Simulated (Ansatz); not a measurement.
Consider these faces of rutile TiO2, relaxed from ideal cuts in 1x1 cells: (001), (100), (101), (110).

All values below come from PBE (plane waves to 420 eV, PAW; Ansatz, a quantum-chemistry and plane-wave program).

Question: Put the candidates in order of surface energy, lowest first, for PBE.

Answer: (110) (0.33 J/m²), (100) (0.62 J/m²), (101) (0.98 J/m²), (001) (1.29 J/m²)
